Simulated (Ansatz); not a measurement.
Take LaFeAsO (space group P4/nmm, No. 129; a = 3.9661 Å, c = 8.4777 Å; non-magnetic) as the base.

The values are results of PBEsol/PAW in Ansatz (a program for electronic structure), no spin-orbit coupling, not measurements.

Before the change:

```
Property                    Value
-------------------  ------------
Magnetic state       non-magnetic
Largest site moment       0.00 μB
Volume per atom          16.67 Å³
```

It is then changed as follows: every As is replaced by Co, then cell and atoms are relaxed.

Tabulated Pauling electronegativity and covalent radius: As 2.18, 1.19 Å; Co 1.88, 1.26 Å.

Q: How does this affect the magnetic state, largest site moment and volume per atom?

A: The magnetic state becomes ferromagnetic (base: non-magnetic); the largest site moment goes from zero to 2.48 μB; the volume per atom decreases by 0.32 Å³ to 16.35 Å³.

Stability against distortions was not tested. As relaxed here, LaFeCoO is a hypothetical phase, not in the database extracts checked. Starting moments died away, wholly or in part, for the base; another magnetic solution may exist. No Hubbard U is applied and the magnetic state is the run's own (LaFeCoO ferromagnetic; LaFeAsO non-magnetic); small cells can't hold the antiferromagnetic order that many such compounds have, so gaps and moments can be off. Spin-polarised in the final run: LaFeCoO; the other runs are not.
